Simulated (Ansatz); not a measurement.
Input and output of a zone-centre phonon calculation for BaGa2H2 (P-3m1, 5 atoms in the cell) (Ansatz, an electronic-structure program).

Level of theory: LDA (PW92), default PAW files made with PBE (plane waves; Ansatz).

```
Ba(GaH)2
1.0
    4.51261     0.00000     0.00000
   -2.25631     3.90804     0.00000
    0.00000     0.00000     4.96539
Ba Ga H
1 2 2
Direct
  0.00000   0.00000   0.00000
  0.33333   0.66667   0.46883
  0.66667   0.33333   0.53117
  0.33333   0.66667   0.13291
  0.66667   0.33333   0.86709
```

Reference input (self-consistent single point, DFT, LDA (PW92), plane waves, default PAW files made with PBE): basis.ecutwfc = 420 eV; kpoints.mp_grid.grid = 9 9 7; hamiltonian.xc = lda; hamiltonian.pseudopotentials = {kind: paw} (the program's default PAW files); scf.occupations.method = fermi_dirac; scf.occupations.width = 0.1 eV. This run's input differs from it in these lines:

Ansatz 0.2 input:
```diff
@@ -19,7 +19,5 @@
 scf:
-  occupations: { method: fermi_dirac, width: 0.1 eV }
-output:
-  forces: true
-  eigenvalues: true
-  stress: true
+  occupations: { method: fermi_dirac, width: 0.2 eV }
+phonons:
+  method: dfpt
```

Output, abridged:

```
SCF iter   1: F=—  HF=-13227.346303 eV  |F-HF|=—  |Δ(HF+E_count)|=         —  Δρ=8.39e-3  dr2=4.53e-2  ethr=1.77e-3  ⟨swp⟩=8.3  Hψ=21182  notcnv=0
all-band conjugate gradients solve this SCF's bands
preconditioner: auto → Kerker (q_TF=auto, 2.374 Å⁻¹)
SCF iter   2: F=—  HF=-13227.334208 eV  |F-HF|=—  |Δ(HF+E_count)|=   1.21e-2  Δρ=4.47e-3  dr2=1.51e-2  ethr=1.19e-4  ⟨swp⟩=1.1  Hψ=5288  notcnv=0
   [... lines left out ...]
SCF iter   8: F=—  HF=-13227.329219 eV  |F-HF|=—  |Δ(HF+E_count)|=   3.60e-7  Δρ=4.06e-6  dr2=3.41e-8  ethr=1.26e-9  ⟨swp⟩=2.0  Hψ=6880  notcnv=0
SCF iter   9: F=—  HF=-13227.329219 eV  |F-HF|=—  |Δ(HF+E_count)|=   1.07e-8  Δρ=1.07e-6  dr2=1.94e-9  ethr=8.98e-11  ⟨swp⟩=2.0  Hψ=6890  notcnv=0
SCF iter  10: F=—  HF=-13227.329219 eV  |F-HF|=—  |Δ(HF+E_count)|=  2.40e-10  Δρ=2.46e-7  dr2=9.57e-11  ethr=5.10e-12  ⟨swp⟩=2.8  Hψ=7380  notcnv=0
SCF iter  11: F=-13227.329219 eV  HF=-13227.329219 eV  |F-HF|=1.82e-12  |Δ(HF+E_count)|=  1.82e-11  Δρ=4.42e-8  dr2=1.70e-12  ethr=1.00e-12  ⟨swp⟩=5.0  Hψ=19935  notcnv=0
SCF 1 converged in 11 iterations: F = -13227.329219 eV  dr2 = 1.70e-12
DFPT response loops at Γ: preconditioner auto → Kerker (q_TF=auto, 2.374 Å⁻¹) (partly filled bands, converged f_vac=0.000) …
Free energy (F): -13227.329219 eV
Internal energy: -13227.264651 eV  (E = F + TS)
E sigma→0 (E₀):  -13227.296935 eV
Entropy (-TS):   -0.064567 eV (-12.913 meV/atom)
Fermi energy:    8.238208 eV
--- Phonons (Γ-DFPT): 6 representative perturbations + reference, on 160 of 567 k-points (Σ response iterations 26) ---
  k mesh reduced under 2 symmetry operations, with k and −k counted as one. Each operation leaves every solved perturbation unchanged …
  ASR residual: 1.048e-4 → 0.000e0 eV/Å²; symmetrization residual: 2.008e-5 eV/Å²
  ASR residual per site (eV/Å²): 1.05e-4 2.93e-5 2.93e-5 1.51e-5 1.51e-5
  Γ frequencies (cm⁻¹): 0.00 0.00 0.00 87.82 87.82 88.86 162.50 185.44 185.44 630.81 630.81 763.79 763.79 1369.67 1458.08
  non-analytic LO–TO correction: not included (Born effective charges unavailable; polar crystals: no LO–TO splitting at Γ)
```

The run converged in 11 iterations. 

Summary of the result:
| Item | Value |
|---|---|
| Free energy E − TS (on the zero of these files) | -13227.3292 eV |
| Fermi level (on the code's own zero) | 8.24 eV |
| Zone-centre frequencies (cm⁻¹; negative means imaginary) | 0, 0, 0, 88, 88, 89, 162, 185, 185, 631, 631, 764, 764, 1370, 1458 |

The starting cell comes from a database of computed structures (which also holds hypothetical and non-ambient phases and stackings), without a prior relaxation at this level. Its lattice was rescaled by up to half a per cent.

Cost on one core of a shared machine: roughly 4 min.
